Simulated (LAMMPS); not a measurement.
Pressure dependence of Al (fcc) at 560 K, from the crystal.

Method: classical MD, pair style bop, file AlCu.bop.table; code LAMMPS.

```json
[
 {"P (GPa)": "0", "state": "crystal; no diffusion seen in 15 ps", "volume": "16.7056 ± 0.0004 Å³/atom", "coordination number": "12.0 (counted to 3.46 Å)"},
 {"P (GPa)": "2", "state": "crystal; no diffusion seen in 15 ps", "volume": "16.2778 ± 0.0009 Å³/atom", "coordination number": "12.0 (counted to 3.46 Å)"},
 {"P (GPa)": "5", "state": "crystal; no diffusion seen in 15 ps", "volume": "15.6891 ± 0.0007 Å³/atom", "coordination number": "12.0 (counted to 3.42 Å)"}
]
```

Caution (rows 2; 5): a run this short can hold a crystal over, or a liquid under, the potential's own melting point, which these runs don't give.

Estimate the isothermal bulk modulus at zero pressure. A parabola P(ln V) through the three points gives −dP/d ln V = 75 GPa at zero pressure.

States go by the mean squared displacement: a species diffuses where it passes 1.5 Å², still rises and gives D over 1e-6 cm²/s; a crystal has left its structure where atoms lie 0.35 Å off their sites on average or a cubic box changes its shape by 3 %, or the axial ratios of another lie 8 % off the starting cell's, which the potential's own relaxation can also do.

Uncertainties are statistical and leave out the potential's own error.
